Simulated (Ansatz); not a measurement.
Functionals compared on the (331) surface of bcc Nb in its 1x1 cell, outermost plane spacing 0.38 Å in the ideal cut, in Ansatz (plane waves, PAW). The structure was relaxed with PBE; the other rows are single points on it, each with its references at the same level. Cutoff 420 eV (500 eV for r2SCAN).

Slab: 28 atoms, 10.3 Å thick at the start (thin: gaps and levels are the slab's own); k 8x4x1, smearing 0.1 eV, dipole-corrected; all atoms relaxed; held to the part of the start's symmetry that mesh and held atoms allow; no spin, no spin-orbit, no U. These notes are the PBE run's.

| functional | surface energy (J/m²) | work function of the top face (eV) | rough cost of the single point |
|---|---|---|---|
| PBE | 2.28 | 4.13 | – |
| LDA | 2.60 | 4.39 | around 10 core-minutes (rough) |
| PBEsol | 2.52 | 4.22 | about 10 core-minutes (a rough figure) |
| RPBE | 2.12 | 3.99 | very roughly 12 core-minutes |
| r2SCAN | 2.42 | 4.16 | very roughly 21 core-minutes |

Ansatz is an electronic-structure program.
